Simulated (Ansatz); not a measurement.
## A computed series for SnO: response to strain

The reference is SnO (space group P4/nmm, No. 129; a = 3.7685 Å, c = 4.5571 Å; layered, stacked along the Cartesian z axis; relaxed with 0.1 eV smearing). Axes: x, y, z lie along a, b, c of the conventional cell.

Strains are applied to the cell and any free atomic positions relax; under biaxial strain the out-of-plane vector relaxes too.

Level of theory: PBEsol-D3(BJ) (Ansatz, an electronic-structure program), no spin-orbit coupling.

Notes on the quantities. in-plane stress: mean in-plane stress (compression positive).

```json
[
 {"change": "base", "in-plane stress": "–", "out-of-plane strain": "–", "shortest interatomic distance": "2.211 Å"},
 {"change": "biaxial strain −3.00 %, plane normal [001], relaxed out of plane", "in-plane stress": "(withheld)", "out-of-plane strain": "(withheld)", "shortest interatomic distance": "2.185 Å"},
 {"change": "biaxial strain −2.40 %, plane normal [001], relaxed out of plane", "in-plane stress": "+4.9 GPa", "out-of-plane strain": "+1.36 %", "shortest interatomic distance": "2.190 Å"},
 {"change": "biaxial strain −1.80 %, plane normal [001], relaxed out of plane", "in-plane stress": "+3.5 GPa", "out-of-plane strain": "+1.05 %", "shortest interatomic distance": "2.195 Å"},
 {"change": "biaxial strain −1.20 %, plane normal [001], relaxed out of plane", "in-plane stress": "+2.3 GPa", "out-of-plane strain": "+0.72 %", "shortest interatomic distance": "(withheld)"},
 {"change": "biaxial strain −0.60 %, plane normal [001], relaxed out of plane", "in-plane stress": "+1.1 GPa", "out-of-plane strain": "+0.36 %", "shortest interatomic distance": "2.206 Å"}
]
```

Problem. Fill in the withheld entries from the trend.

Solution. 
- biaxial strain −3.00 %, plane normal [001], relaxed out of plane, in-plane stress: +6.3 GPa
- biaxial strain −3.00 %, plane normal [001], relaxed out of plane, out-of-plane strain: +1.68 %
- biaxial strain −1.20 %, plane normal [001], relaxed out of plane, shortest interatomic distance: 2.200 Å

No phonon test of stability was made. The final runs are not spin-polarised.
